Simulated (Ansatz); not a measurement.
**PtS₂ (model structure, started from the 3R-MoS2 type, R3m, No. 160, 3 atoms in the cell): properties by level of theory**

```tsv
level (code)	lattice parameter a (Å)	lattice parameter c (Å)
PBE (Ansatz)	3.525	?
PBEsol (Ansatz)	3.459	14.850
PBE-D3(BJ) (Ansatz)	3.459	14.853
```

Problem. Complete the blanks.

Solution. 
- PBE (Ansatz, a program for electronic structure), lattice parameter c (Å): 15.691

Ansatz's density-functional and Hartree–Fock values are scalar-relativistic unless marked +SOC, with PAW data made under PBE.

The computed numbers hold no vibrational or temperature effects.

A model structure was made by putting elements into a prototype or built by hand; it is no filed structure, need not be a known phase, and can be a saddle point held by its symmetry.
